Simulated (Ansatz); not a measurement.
Take NbAgO₃ in the cubic perovskite structure (space group Pm-3m, No. 221; a = 3.950 Å; a cell from a computed database, its experimental status unchecked) as the base.

Modification: a hydrostatic pressure of 3 GPa.

Levels (all Ansatz, a quantum-chemistry and plane-wave program, PAW, earlier PAW set): PBEsol (420 eV, spin-orbit coupling left out); PBEsol+SOC (420 eV, noncollinear with spin-orbit coupling).

The geometry is relaxed with PBEsol.

- PBEsol lowest conduction level above the VBM at special points = X 1.42 eV; Γ 1.61 eV; R 3.36 eV; M 4.17 eV
- PBEsol gap character = indirect, M → X
- PBEsol width of the top valence band = 1.17 eV

With PBEsol+SOC at the same geometry, the lowest conduction level above the VBM at special points changes from X 1.42 eV; Γ 1.61 eV; R 3.36 eV; M 4.17 eV to X 1.40 eV; Γ 1.55 eV; R 3.34 eV; M 4.12 eV; the gap character remains indirect, M → X; the width of the top valence band decreases by 0.024 eV, from 1.17 eV to 1.14 eV.

Single points use the geometry relaxed with PBEsol. The spin-orbit shifts are approximate. Load acts through the strain it causes; cell and atoms are relaxed under it. Stability against distortions was not tested. Many cubic perovskites are stable only at high temperature; tilts and polar distortions were not tested.
